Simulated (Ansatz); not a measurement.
# BaS: pressure 0.3 GPa

Start from BaS in the rock salt structure (space group Fm-3m, No. 225; a = 6.4288 Å).

It is then changed as follows: cell and atoms relaxed at a pressure of 0.3 GPa.

Computed with PBE (Ansatz, a program for electronic structure, PAW, scalar-relativistic without spin-orbit coupling). Settings: 9×9×9 k-points, 0.05 eV Fermi–Dirac smearing.

```json
[
 {"quantity": "volume per atom", "base": "33.21 Å³", "changed": "32.97 Å³", "shift": "-0.24 Å³"},
 {"quantity": "density", "base": "4.23 g/cm³", "changed": "4.27 g/cm³", "shift": "+0.031 g/cm³"},
 {"quantity": "lattice parameter a", "base": "6.429 Å", "changed": "6.413 Å", "shift": "-0.0155 Å"},
 {"quantity": "shortest interatomic distance", "base": "3.214 Å", "changed": "3.207 Å", "shift": "-0.0077 Å"},
 {"quantity": "band gap", "base": "2.23 eV", "changed": "2.22 eV", "shift": "-0.01 eV"},
 {"quantity": "gap character", "base": "indirect, Γ → X", "changed": "indirect, Γ → X", "shift": "–"},
 {"quantity": "smallest direct gap", "base": "2.35 eV", "changed": "2.34 eV", "shift": "-0.01 eV"},
 {"quantity": "width of the top valence band", "base": "0.98 eV", "changed": "0.99 eV", "shift": "+0.01 eV"},
 {"quantity": "electron mass", "base": "1.3 mₑ along k, 0.34 mₑ across (at X)", "changed": "1.3 mₑ along k, 0.34 mₑ across (at X)", "shift": "–"},
 {"quantity": "hole mass (degenerate bands, along [100])", "base": "0.23, 2.7, 2.7 mₑ (at Γ)", "changed": "0.23, 2.7, 2.7 mₑ (at Γ)", "shift": "–"},
 {"quantity": "valley order (the lowest conduction-band minima on the path, energy above the VBM, named in the base's zone)", "base": "X along ⟨100⟩ 2.23 eV; Γ 3.59 eV", "changed": "X along ⟨100⟩ 2.22 eV; Γ 3.63 eV", "shift": "–"}
]
```

Final structure:

```xyz
2
Lattice="0.0000 3.2067 3.2067 3.2067 0.0000 3.2067 3.2067 3.2067 0.0000" Properties=species:S:1:pos:R:3 pbc="T T T"
Ba     0.0000     0.0000     0.0000
S      3.2067     3.2067     3.2067
```

Load acts through the strain it causes; cell and atoms are relaxed under it. Effective masses come from finite differences of ±0.01 Å⁻¹. Along k means along the line from Γ to the band edge. Stability against distortions was not tested.
